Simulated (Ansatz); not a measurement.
Consider CdF₂ in the fluorite structure (space group Fm-3m, No. 225; a = 5.4815 Å).

Calculations: PBE in Ansatz (plane waves to 420 eV, PAW, no spin-orbit coupling).

Before the change:

The smallest direct gap is 3.47 eV. The width of the top valence band is 0.56 eV and the pressure comes out as 0.0 kbar.

Now apply this change: an isotropic linear strain of −2.50 %, atoms relaxed at fixed cell.

Task: Estimate the effect on the mean gap deformation potential ΔEg/Δln V.

Result: The mean gap deformation potential ΔEg/Δln V amounts to -3.6 eV.

Task: Predict the new smallest direct gap.

Result: The smallest direct gap rises by 0.18 eV, from 3.47 eV to 3.65 eV.

Task: What does the calculation give for the width of the top valence band after the change?

Result: The width of the top valence band falls by 0.09 eV (0.56 eV → 0.47 eV).

Task: Predict the new pressure.

Result: The pressure goes from zero to 85.1 kbar.

No phonon test of stability was made.

Ansatz is a quantum-chemistry and plane-wave program.
